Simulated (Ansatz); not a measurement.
A computed series for InSb: response to strain

Take InSb in the zinc blende structure (space group F-43m, No. 216; a = 6.5561 Å) as the base.

Strains are applied to the cell and any free atomic positions relax.

The values are results of r2SCAN in Ansatz (plane waves to 500 eV, PAW, no SOC), not measurements.

Notes on the quantities. energy relative to the base: free energy F.

| isotropic strain (%) | energy relative to the base (meV/atom) |
|---|---|
| -3 | 43.5 |
| -2.5 | 29.6 |
| -2 | 18.6 |
| -1.5 | ? |
| -1 | 4.5 |
| -0.5 | 1.1 |
| 0 | 0.0 |

### Question
Fit ΔE = Aε² + Bε³ (ε in %) to the rows shown and predict the withheld row.

### Answer
Least squares on the printed values gives A = 4.28 and B = -0.18 meV/atom (largest residual 0.0 meV/atom); this predicts 10.3 meV/atom, and the run gives 10.2 meV/atom, in agreement.

Stability against distortions was not tested. All final runs are without spin polarisation.

Ansatz is a quantum-chemistry and plane-wave program.
